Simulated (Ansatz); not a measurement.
**NaCl: x(Li) = 0.75, 8 atoms, P4/mmm**

Take NaCl in the rock salt structure (space group Fm-3m, No. 225; a = 5.602 Å) as the base.

The other end (x = 1) is LiCl in the rock salt structure (space group Fm-3m, No. 225): 16.23 Å³/atom, gap 6.35 eV.

Now apply this change: a fraction x = 0.75 of the Na sites is given to Li, ordered in a cell of 8 atoms (starting symmetry P4/mmm) and fully relaxed.

Calculations: PBEsol (Ansatz, an electronic-structure program), without spin-orbit coupling. k-mesh 9×9×4 (Γ-centred); smearing 0.05 eV (Fermi–Dirac), for the changed cell.

The volume per atom shrinks by 4.09 Å³, from 21.98 Å³ to 17.89 Å³ and the density shrinks by 0.054 g/cm³, from 2.21 g/cm³ to 2.15 g/cm³. The shortest interatomic distance falls by 0.342 Å to 2.459 Å and the band gap increases by 0.76 eV (5.01 eV → 5.77 eV). The gap character (in this cell's own zone, which can be folded) is still direct at Γ and the electron mass becomes 0.46 mₑ along c, 0.43 mₑ across (at Γ) (base: 0.39 mₑ (at Γ)). The valence-band top at Γ (three highest levels, from the VBM) changes from 0.00, 0.00, 0.00 eV to 0.00, 0.00, -0.09 eV and the mixing energy is +25 meV/atom. The bowing parameter b of this ordering, from Eg = [1−x] Eg[0] + x Eg[1] − b x [1−x], is 1.3 eV and the mean first-shell distances is Na–Cl 2.659 Å (end compound 2.801 Å), Li–Cl 2.601 Å (end compound 2.532 Å).

These are small ordered cells, not random alloys; other orderings at the same x differ. Effective masses come from finite differences of ±0.01 Å⁻¹. Whether these cells are dynamically stable was not tested. Labels are those of the standard path for the cell's own space group.
